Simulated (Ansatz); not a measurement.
# Pressure series in ZnS

The parent structure is ZnS in the wurtzite structure (space group P6_3mc, No. 186; a = 3.845 Å, c = 6.306 Å).

Cell and atoms are relaxed at each pressure.

Computed with Ansatz (a program for electronic structure), PBE, PAW, cutoff 420 eV, no SOC.

Candidates:
(a) pressure 30 GPa
(b) pressure 50 GPa
(c) pressure 7 GPa
(d) pressure 100 GPa
(e) pressure −1 GPa

For the base:

The band gap is 2.08 eV.

Q: Order them by band gap, lowest first.

A: (d) pressure 100 GPa (0.11 eV), (e) pressure −1 GPa (2.01 eV), (c) pressure 7 GPa (2.45 eV), (b) pressure 50 GPa (2.54 eV), (a) pressure 30 GPa (3.10 eV)

Load acts through the strain it causes; cell and atoms are relaxed under it. Whether these cells are dynamically stable was not tested. Tetrahedral semiconductors of this kind turn to denser phases somewhere between about 1 and 50 GPa; those were not computed, so compressed cells here can lie past the real transition. The zero or small gap of ZnS under pressure 100 GPa can change with the level of theory.
